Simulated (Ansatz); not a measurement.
Take PbS in the rock salt structure (space group Fm-3m, No. 225; a = 5.9745 Å) as the base.

Levels (all Ansatz, a first-principles code, PAW): r2SCAN (500 eV, scalar-relativistic without spin-orbit coupling); HSE06+SOC (420 eV, with spin-orbit coupling).

The geometry is relaxed with r2SCAN.

* **r2SCAN lowest conduction level above the VBM at special points**: L 0.69 eV; W 2.49 eV; U 3.63 eV; Γ 5.51 eV

Problem. What does HSE06+SOC give at this geometry for the lowest conduction level above the VBM at special points?

Solution. The lowest conduction level above the VBM at special points becomes L 0.38 eV; W 2.48 eV; U 3.56 eV; Γ 4.17 eV (r2SCAN: L 0.69 eV; W 2.49 eV; U 3.63 eV; Γ 5.51 eV).

Single points use the geometry relaxed with r2SCAN. The hybrid gap comes from the SCF mesh plus the semilocal run's edge points and a few special points and is an upper bound. Differences between runs with and without spin-orbit coupling are approximate. The levels and masses belong to the bands next to the band gap. No phonon test of stability was made.
